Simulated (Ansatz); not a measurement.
**A computed series for TaS2: response to strain**

Consider TaS$_{2}$ in the CdI2 type structure (space group P-3m1, No. 164; a = 3.277 Å, c = 5.587 Å; layered, stacked along the Cartesian z axis; relaxed with 0.1 eV smearing). Axes: x lies along a and z along c of the hexagonal cell.

Strains are applied to the cell and any free atomic positions relax; under biaxial strain the out-of-plane vector relaxes too.

Method: Kohn–Sham DFT with the PBEsol-D3(BJ) functional, run in Ansatz (a first-principles code) with PAW and 420 eV plane waves, spin-orbit coupling left out.

Notes on the quantities. pressure: mean of the normal stresses, compression positive.

| change | pressure | shortest interatomic distance |
|---|---|---|
| base | 0.0 GPa | 2.445 Å |
| biaxial strain +1.89 %, plane normal [001], relaxed out of plane | ___ | ___ |
| biaxial strain +4.71 %, plane normal [001], relaxed out of plane | -5.9 GPa | 2.472 Å |
| uniaxial strain ε_zz = −1.88 % | 1.0 GPa | 2.442 Å |
| uniaxial strain ε_zz = +1.29 % | ___ | 2.447 Å |

Problem. Complete the table.

Solution. 
- biaxial strain +1.89 %, plane normal [001], relaxed out of plane, pressure: -2.7 GPa
- biaxial strain +1.89 %, plane normal [001], relaxed out of plane, shortest interatomic distance: 2.456 Å
- uniaxial strain ε_zz = +1.29 %, pressure: -0.5 GPa

Whether these cells are dynamically stable was not tested. All final runs are without spin polarisation. An odd electron count without spin: TaS2.
